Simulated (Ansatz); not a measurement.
The reference is ZrS2 in the fluorite structure (space group Fm-3m, No. 225; a = 6.189 Å; a hypothetical phase, not in the database extracts checked).

Levels (all Ansatz, an electronic-structure program, PAW): PBEsol (420 eV, no spin-orbit coupling); r2SCAN (500 eV, scalar-relativistic without spin-orbit coupling).

The geometry is relaxed with PBEsol.

```
Property           Value
---------------  -------
PBEsol pressure  0.0 GPa
```

### Question
How does going to r2SCAN change the pressure?

### Answer
The pressure goes from zero to 3.9 GPa.

Single points use the geometry relaxed with PBEsol. Their cutoffs differ, which shifts pressures a little. No phonon test of stability was made. The final runs are not spin-polarised. Gaps under 0.05 eV, about the width of the smearing, are given as zero.
